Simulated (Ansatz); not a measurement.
The parent structure is MgO in the rock salt structure (space group Fm-3m, No. 225; a = 4.214 Å).

Levels (all Ansatz, a quantum-chemistry and plane-wave program, PAW): PBEsol (420 eV, no spin-orbit coupling); r2SCAN (500 eV, scalar-relativistic without spin-orbit coupling); HSE06 (420 eV, no spin-orbit coupling).

At the geometry relaxed with PBEsol, these levels gave the following band gaps, in shuffled order: (a) 6.47 eV, (b) 4.62 eV, (c) 5.61 eV.

**Question.** Match each gap to its level.

**Answer.** (a) HSE06; (b) PBEsol; (c) r2SCAN.

Single points use the geometry relaxed with PBEsol. No phonon test of stability was made.
